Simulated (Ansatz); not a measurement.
# Au: response to strain

The reference is Au in the fcc (Cu type) structure (space group Fm-3m, No. 225; a = 4.083 Å; relaxed with 0.1 eV smearing). Axes: x, y, z lie along the cube axes.

Strains are applied to the cell and any free atomic positions relax; under biaxial strain the out-of-plane vector relaxes too.

The values are results of PBEsol/PAW in Ansatz (a quantum-chemistry and plane-wave program), no SOC, earlier PAW set, not measurements.

Notes on the quantities. pressure: mean of the normal stresses, compression positive; energy relative to the base: free energy F.

```csv
variant,pressure,space group,volume per atom,energy relative to the base
base,0.0 GPa,Fm-3m (No. 225),17.02 Å³,0 meV/atom
"biaxial strain −2.58 %, plane normal [001], relaxed out of plane",1.9 GPa,I4/mmm (No. 139),16.86 Å³,+7.3 meV/atom
"biaxial strain −1.80 %, plane normal [001], relaxed out of plane",1.2 GPa,I4/mmm (No. 139),16.91 Å³,+3.3 meV/atom
"biaxial strain −3.86 %, plane normal [110], relaxed out of plane",2.4 GPa,Immm (No. 71),16.92 Å³,+17 meV/atom
"biaxial strain +1.97 %, plane normal [111], relaxed out of plane",?,R-3m (No. 166),17.23 Å³,+6.2 meV/atom
isotropic strain +3.89 %,-14.3 GPa,Fm-3m (No. 225),19.08 Å³,+105 meV/atom
uniaxial strain ε_yy = −2.44 %,?,I4/mmm (No. 139),16.60 Å³,+6.5 meV/atom
uniaxial strain ε_yy = −0.59 %,1.1 GPa,I4/mmm (No. 139),16.91 Å³,+0.4 meV/atom
uniaxial strain ε_zz = +4.96 %,-7.3 GPa,I4/mmm (No. 139),17.86 Å³,+23 meV/atom
tensor shear ε_yz = +0.98 %,0.1 GPa,Immm (No. 71),17.01 Å³,+0.8 meV/atom
```

Task: Complete the table.

Result: 
- biaxial strain +1.97 %, plane normal [111], relaxed out of plane, pressure: -1.8 GPa
- uniaxial strain ε_yy = −2.44 %, pressure: 4.7 GPa

No phonon test of stability was made.
